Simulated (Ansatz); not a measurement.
For TePt (P6₃/mmc, No. 194, 4 atoms in the cell; start mp-571512; a measured phase of this formula has another space group), LDA (PAW; Ansatz, a first-principles code) gives:

* **equilibrium lattice constant a**: 4.203 Å
* **lattice parameter c**: 5.493 Å
* **bulk modulus**: 145 GPa
* **cohesive energy**: 5.41 eV/atom

Question: What does r²SCAN in Ansatz (plane waves, PAW) give for the same quantities?

Answer: 
- lattice constant a: 4.245 Å (grows by 1.0 %)
- lattice parameter c: 5.611 Å (rises by 2.1 %)
- bulk modulus: 129 GPa (shrinks by 11 %)
- cohesive energy: 4.16 eV/atom (decreases by 1.25 eV/atom)

Changes are worked out from the printed values.

Unless a cell is named, each level is at its own relaxed cell (LDA 21.01, r²SCAN 21.89 Å³/atom).

Levels without +SOC leave out spin–orbit coupling, which shifts energies and cells of such heavy elements.

Caveats: the bulk modulus is −V dP/dV from two relaxed cells at ±2 % in volume (LDA, r²SCAN); the relaxation could not lower the start's symmetry, so the cell can be a saddle point above a distorted one (LDA, r²SCAN). Ansatz's density-functional and Hartree–Fock values are scalar-relativistic unless marked +SOC, with PAW data made under PBE.

A start named mp-… is a Materials Project structure, which need not be a measured phase.
